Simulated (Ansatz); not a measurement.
A computed series for hypothetical P6_3/mmc SnSe2: pressure series

The reference is SnSe2 in the 2H-MoS2 type structure (space group P6_3/mmc, No. 194; a hypothetical phase, not in the database extracts checked; layered, stacked along the Cartesian z axis).

```yaml
crystal:
  lattice:
    - [3.83321, 0.00000, 0.00000]
    - [-1.91661, 3.31966, 0.00000]
    - [0.00000, 0.00000, 11.50508]
  atoms:
    - { symbol: Sn, position: [0.33333, 0.66667, 0.25000] }
    - { symbol: Sn, position: [0.66667, 0.33333, 0.75000] }
    - { symbol: Se, position: [0.33333, 0.66667, 0.59894] }
    - { symbol: Se, position: [0.66667, 0.33333, 0.09894] }
    - { symbol: Se, position: [0.66667, 0.33333, 0.40106] }
    - { symbol: Se, position: [0.33333, 0.66667, 0.90106] }
```

Cell and atoms are relaxed at each pressure.

Calculations: PBE-D3(BJ)/PAW in Ansatz (a first-principles code), without spin-orbit coupling, earlier PAW set.

Notes on the quantities. enthalpy: H = E + PV relative to the base's energy.

```csv
case,shortest interatomic distance,enthalpy
base,5.318 bohr,–
pressure −1 GPa,5.341 bohr,-0.15 eV/atom
pressure 0.3 GPa,5.311 bohr,+0.05 eV/atom
pressure 0.7 GPa,5.303 bohr,+0.11 eV/atom
pressure 1.5 GPa,5.286 bohr,+0.23 eV/atom
pressure 3 GPa,5.258 bohr,+0.45 eV/atom
pressure 5 GPa,5.224 bohr,+0.73 eV/atom
pressure 7.5 GPa,5.186 bohr,+1.08 eV/atom
pressure 10 GPa,5.152 bohr,+1.42 eV/atom
```

Load acts through the strain it causes; cell and atoms are relaxed under it. Stability against distortions was not tested. No other phases were tried under pressure. The final runs are not spin-polarised.
